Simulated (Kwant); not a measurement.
System: quantum point contact (saddle potential) in a GaN two-dimensional gas. Effective mass 0.22 mₑ, grid spacing 2 nm, hard walls, nominal width 40 nm (19 grid rows, so walls 40 nm apart), one parabolic valley, scattering region 120 nm long along x; energies count from the band bottom; Fermi energy swept from 0.00053413 to 0.00962 eV. Potential (V0 + ½k y²) cos²(πx/L) for |x| < L/2, with V0 = 0.0037 eV, k = 0.00011 eV/nm², L = 86 nm.

The device is made up for the run: typed textbook-type constants, with dimensions and the other settings drawn at random.

Model: effective-mass tight-binding model on a square grid, one spin, coherent transport at 0 K (Kwant). Conductance is in e²/h.

Density of the scattering states that come in from the left lead, at energy = 0.0027727 eV, in bins, relative to the largest site value (x marks bins outside the device):

```
|                                            |
|                                            |
|    ......                                  |
|    .::-::..                                |
|   .:-===-:.                                |
|   .-=+*+=-:.                               |
|   :=+###+=-..                              |
|   :=*%%%#+-:.                              |
|   :+#@@@#+=:..                             |
|   :+#@@@%+=:..                             |
|   :+#@@@#+=:..                             |
|   :=*%%%#+-:.                              |
|   :=+###+=-..                              |
|   .-=+*+=-:.                               |
|   .:-===-:.                                |
|    .::-::..                                |
|    ......                                  |
|                                            |
|                                            |
```
Scale: ten equal steps from 0.000 (start of ' ') to 1.00 (end of '@'), in the order ' .:-=+*#%@'; x runs from -56.7 to 56.7, y from -17.2 (bottom) to 17.2 (top).

The conductance there is 3.6e-6 e²/h with 1 open channel(s) in the leads.
